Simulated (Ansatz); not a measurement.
Worked example: self-consistent single point of NaH (Fm-3m, 2 atoms in the cell) in Ansatz (a first-principles code).

Method: PBE (plane waves, PAW; Ansatz).

The change in words: lattice scaled by 0.98; kpoints.mp_grid.grid: 9 9 9 → 7 7 7. Reference geometry:
```
NaH
1.0
    0.00000     2.42780     2.42780
    2.42780     0.00000     2.42780
    2.42780     2.42780     0.00000
Na H
1 1
Cartesian
  0.00000   0.00000   0.00000
  2.42780   2.42780   2.42780
```

Reference input (self-consistent single point, DFT, PBE, plane waves, default PAW files): basis.ecutwfc = 420 eV; kpoints.mp_grid.grid = 9 9 9; hamiltonian.xc = pbe; hamiltonian.pseudopotentials = {kind: paw} (the program's default PAW files); scf.occupations.method = fermi_dirac; scf.occupations.width = 0.01 eV. This run's input differs from it in these lines:

Ansatz 0.2 input:
```diff
@@ -2,5 +2,5 @@
   lattice:
-    - [0.000000, 2.427800, 2.427800]
-    - [2.427800, 0.000000, 2.427800]
-    - [2.427800, 2.427800, 0.000000]
+    - [0.000000, 2.379244, 2.379244]
+    - [2.379244, 0.000000, 2.379244]
+    - [2.379244, 2.379244, 0.000000]
   atoms:
@@ -11,3 +11,3 @@
 kpoints:
-  mp_grid: { grid: [9, 9, 9] }
+  mp_grid: { grid: [7, 7, 7] }
 hamiltonian:
```

Output (repeated stretches shortened):

```
SCF iter   1: F=—  HF=-1502.676280 eV  |F-HF|=—  |Δ(HF+E_count)|=         —  Δρ=5.93e-4  dr2=7.90e-5  ethr=1.77e-3  ⟨swp⟩=6.0  Hψ=1215  notcnv=0
all-band conjugate gradients solve this SCF's bands
preconditioner: auto → none
SCF iter   2: F=—  HF=-1502.676116 eV  |F-HF|=—  |Δ(HF+E_count)|=   1.64e-4  Δρ=3.58e-4  dr2=2.93e-5  ethr=7.90e-7  ⟨swp⟩=2.3  Hψ=531  notcnv=0
SCF iter   3: F=—  HF=-1502.676150 eV  |F-HF|=—  |Δ(HF+E_count)|=   3.44e-5  Δρ=2.63e-4  dr2=1.15e-5  ethr=2.93e-7  ⟨swp⟩=2.0  Hψ=340  notcnv=0
SCF iter   4: F=—  HF=-1502.676145 eV  |F-HF|=—  |Δ(HF+E_count)|=   5.54e-6  Δρ=8.92e-5  dr2=1.31e-6  ethr=1.15e-7  ⟨swp⟩=2.1  Hψ=277  notcnv=0
SCF iter   5: F=—  HF=-1502.676145 eV  |F-HF|=—  |Δ(HF+E_count)|=   1.79e-7  Δρ=4.63e-5  dr2=4.98e-7  ethr=1.31e-8  ⟨swp⟩=2.7  Hψ=277  notcnv=0
SCF iter   6: F=-1502.676144 eV  HF=-1502.676144 eV  |F-HF|=2.62e-8  |Δ(HF+E_count)|=   1.62e-7  Δρ=1.44e-5  dr2=4.75e-8  ethr=1.00e-9  ⟨swp⟩=2.5  Hψ=558  notcnv=0
SCF 1 converged in 6 iterations: F = -1502.676144 eV  dr2 = 4.75e-8
Free energy (F): -1502.676144 eV
Internal energy: -1502.676144 eV  (E = F + TS)
E sigma→0 (E₀):  -1502.676144 eV
Fermi energy:    3.147828 eV
--- Forces (eV/Å), atoms counted from 1 ---
  atom   1  Na    -0.00000000     0.00000000    -0.00000000
  atom   2  H      0.00000000    -0.00000000     0.00000000
--- Stress (GPa, compression-positive) ---
        1.163416      -0.000000       0.000000
       -0.000000       1.163416       0.000000
        0.000000      -0.000000       1.163416
  P = ⅓ Tr σ = 1.1634 GPa (11.634 kbar)
  The stress holds the Pulay correction. Without it, at fixed plane waves, as pw.x and ABINIT print it: P = 1.0938 GPa
```

The run converged in 6 iterations. Against the reference run the free energy rises by 2.0 meV/atom, the pressure goes from -0.33 to 1.16 GPa and the gap on the mesh goes from 4.039 to 4.333 eV.

The starting cell has typed, rounded lattice constants, without a prior relaxation at this level. Its lattice was rescaled by up to half a per cent. For this run, on top of that: lattice scaled by 0.98. Ansatz's pressure includes its estimate of the finite-basis (Pulay) stress. Another mesh or the band path of this cell gives a smaller gap, so this value is not converged in the mesh.
